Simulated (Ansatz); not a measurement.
## HgS in the zinc blende structure (space group F-43m, No. 216)

```xyz
2
Lattice="0.0000 2.9958 2.9958 2.9958 0.0000 2.9958 2.9958 2.9958 0.0000" Properties=species:S:1:pos:R:3 pbc="T T T"
S      4.4937     4.4937     4.4937
Hg     0.0000     0.0000     0.0000
```

All numbers come from Ansatz (an electronic-structure program), PBE, PAW, cutoff 420 eV, no spin-orbit coupling, earlier PAW set. Γ-centred 10×10×10 mesh, Fermi–Dirac width 0.05 eV.

| Property | Value |
|---|---|
| Volume per atom | 26.89 Å³ |
| Density | 7.18 g/cm³ |
| Band gap | zero |
| Total energy | -7358.963 eV/atom (σ→0; compares only within this code and set-up) |

With Hg present, leaving out spin-orbit coupling can change the band edges. Stability against distortions was not tested. All final runs are without spin polarisation. The zero or small gap of HgS can change with the level of theory.
